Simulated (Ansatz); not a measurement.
**How the c axis length of BeTe (model structure, started from the beta GaS type, P6₃/mmc, No. 194, 8 atoms in the cell) moves with the method**

No measured value is used here.

```json
[
 {"level (code)": "PBE (Ansatz)", "value (Å)": "16.654"},
 {"level (code)": "PBEsol (Ansatz)", "value (Å)": "(withheld)"},
 {"level (code)": "PBE-D3(BJ) (Ansatz)", "value (Å)": "14.785"}
]
```

Q: Complete the blanks.

A: 
- PBEsol (Ansatz, an electronic-structure program), value (Å): 15.489

Ansatz's density-functional and Hartree–Fock values are scalar-relativistic unless marked +SOC, with PAW data made under PBE.

A model structure was made by putting elements into a prototype or built by hand; it is no filed structure, need not be a known phase, and can be a saddle point held by its symmetry.
